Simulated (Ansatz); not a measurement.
# Cd₂SnO₄ (Pbam): band-edge transport data

Consider the following.

```
Cd2SnO4
1.0
    5.57076     0.00000     0.00000
    0.00000     9.92991     0.00000
    0.00000     0.00000     3.19934
Cd Sn O
4 2 8
Direct
  0.06038   0.32358   0.50000
  0.93962   0.67642   0.50000
  0.56038   0.17642   0.50000
  0.43962   0.82358   0.50000
  0.00000   0.00000   0.00000
  0.50000   0.50000   0.00000
  0.13490   0.80677   0.00000
  0.86510   0.19323   0.00000
  0.63490   0.69323   0.00000
  0.36510   0.30677   0.00000
  0.26294   0.53911   0.50000
  0.73706   0.46089   0.50000
  0.76294   0.96089   0.50000
  0.23706   0.03911   0.50000
```

Computed with PBEsol, rigid bands (plane waves, PAW, scalar-relativistic; Ansatz, a first-principles code). How the cell was made: cell and atoms relaxed with PBEsol.

| Property | Value |
|---|---|
| band gap | 0.48 eV |
| electron conductivity mass (300 K, dilute) | 0.166 (x), 0.136 (y), 0.147 (z) mₑ |
| hole conductivity mass (300 K, dilute) | 1.59 (x), 40 (y), 2.5 (z) mₑ |
| effective density of states N_c (300 K) | 1.4e18 cm⁻³ |
| effective density of states N_v (300 K) | 5.4e20 cm⁻³ |
| density-of-states mass, electrons | 0.144 mₑ |
| density-of-states mass, holes | 7.7 mₑ |
| Seebeck coefficient, n-type 1e19 cm⁻³, 300 K | -90 μV/K |
| best n-type power factor at 300 K for τ = 10 fs (best axis; densities from 1e16 to 1e21 cm⁻³ tried, whether or not they can be reached) | 1.59 μW/(cm·K²) at 3e18 cm⁻³ |
| Seebeck coefficient, p-type 1e19 cm⁻³, 300 K | 568 μV/K |

Rigid bands; masses and Seebeck coefficients take one relaxation time τ for all states and one kind of carrier; polarons and phonon drag are left out. Spin-orbit coupling is left out; where it splits the top of the valence band, N_v and the p-type Seebeck coefficient come out somewhat high without it.

Formula and space group known from diffraction (Crystallography Open Database), not checked to be the room-temperature form: Cd2SnO4 (Pbam).
